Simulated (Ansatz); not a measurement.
## How well does each level of theory give the bulk modulus of CsCl-type TiCo?

Reference value: 154 GPa (measured, room temperature, no zero-point or thermal correction; as tabulated in Yamada et al. (2019), arXiv:1910.09660).

Question: What do LDA, PBE, r²SCAN, B3LYP (VWN-RPA form), PBE0, r²SCAN0, r²SCANh give, and how far is each from the reference?

Answer: 
| level (code) | value (GPa) | cell (Å³/atom) | difference (%) |
|---|---|---|---|
| LDA (Ansatz) | 210 | 12.21 | +36 |
| PBE (Ansatz) | 179 | 13.12 | +16.2 |
| r²SCAN (Ansatz) | 193 | 12.85 | +25 |
| B3LYP (VWN-RPA form) (Ansatz) | 191 | 13.04 | +24 |
| PBE0 (Ansatz) | 207 | 12.67 | +34 |
| r²SCAN0 (Ansatz) | 217 | 12.55 | +41 |
| r²SCANh (Ansatz) | 204 | 12.71 | +32 |

Of the ranked levels PBE (+16.2 %) comes nearest. Among them r²SCAN0 (+41 %) misses by most. All 7 levels lie above the reference. A very large miss is first of all the level's own, though another phase or state, or a fault of the measured value, is possible (r²SCAN0).

The reference isn't brought to a static lattice, while the calculations are for one, so the differences are not the levels' errors alone. A static lattice is as a rule stiffer than a warm one, by over a tenth in soft solids. The crystal itself was run without spin with LDA, PBE, r²SCAN, B3LYP (VWN-RPA form), PBE0, r²SCAN0, r²SCANh; a magnetic state was not tried in these runs. B3LYP (VWN-RPA form), PBE0, r²SCAN0, r²SCANh: the run has no spin polarisation, so it can have missed a magnetic state. Each level is taken at its own relaxed cell. Cutoffs and k meshes differ between the levels. Ansatz's density-functional and Hartree–Fock values are scalar-relativistic unless marked +SOC, with PAW data made under PBE.

Differences are worked out from the printed values.

Ansatz is a quantum-chemistry and plane-wave program.
